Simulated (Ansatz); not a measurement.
SiC: stress against strain

SiC (4H polytype, P6_3mc, 10.138 Å³/atom and stress up to 0.01 GPa in the relaxed cell, c along z) under a strain ε along c (axis z), the other axes held. LDA in Ansatz, a plane-wave DFT program (PAW, default set), 420 eV, 12×12×4 Γ-centred mesh, Fermi-Dirac smearing 0.05 eV; ions are relaxed, or left where forces stay under 0.02 eV/Å, within the symmetry of each cell. Stress is positive for a compressed cell.

Here s stands for strain and y for stress zz.

```csv
strain (%),stress zz (GPa)
-3.00,?
-1.50,8.72
-0.75,4.30
0.00,0.00
0.75,-4.16
1.50,-8.19
```

### Question
Using a straight line, estimate the missing y at s = -3.00 from the other rows, showing the fit.

### Answer
Means: s 0, y 0.134. About the means, the sum of products is -31.710 and the sum of squares of s is 5.6250; the slope is their ratio. Least squares gives y = 0.134 - 5.6373·s. Residuals (row less fit): 0.130, -0.062, -0.134, -0.066, 0.132; standard error 0.142 (degrees of freedom: 3). The slope gives the elastic constant C33 = 564 ± 6 GPa (± standard error of the fit, which holds the terms cut off). At the withheld row, y = 0.134 - 5.6373 × (-3.00) = 17.046 GPa. The calculation gives 17.92 GPa, 0.874 GPa above the prediction (3.3 % of the range of y in the table). The row lies outside the fitted rows, so this is an extrapolation. From the scatter of the fitted rows alone, a prediction at this place has a standard error of 0.238 GPa, so the miss is 3.7 times that.

A polynomial of degree 2 through the 8 other runs of the series gives 17.97 there, so most of the miss is curvature that the fit leaves out. The start is a measured cell from the literature; how it stands against other phases or cation orders wasn't checked. Rows are the converged runs of the series near zero and its far end; series whose fitted rows scatter by over a few per cent of the range, as at a crossing or softening among them, aren't shown in this form, nor equations of state whose B0' disagrees with the runs' pressures. Most that stay on the fit to the last digits aren't either.
